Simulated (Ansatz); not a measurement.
The starting structures come from a database of crystals and need not be the phases stable at ambient conditions.

Input:

```xyz
4
Lattice="3.3142 0.0000 0.0000 1.6571 5.6877 0.0000 1.6571 0.4828 2.8293" Properties=species:S:1:pos:R:3 pbc="T T T"
Ca     0.0000     0.0000     0.0000
Zr     3.3142     3.0853     1.4146
N      1.6571     1.7396     0.6737
N      4.9713     4.4309     2.1556
```

Space group of this cell: R-3m. The cell is taken as given; by r2SCAN its mean pressure is -0.7 GPa.

Transport runs along the normal of the first two printed cell vectors, the (101) plane of the conventional cell.

No gap correction and no spin-orbit coupling; mid-gap values are interpolated between computed energies.

Problem. Estimate the band gap and the smallest decay constant κ at mid-gap that r2SCAN in Ansatz (an electronic-structure program) returns for this system.

Solution. Gap 0.84 eV on a 10×10×10 mesh; κ = 0.137 1/Å, at (0.500, 0.000) of the in-plane reciprocal vectors. At the zone centre, at the nearest computed energy, the slowest state has κ = 0.14 1/Å.
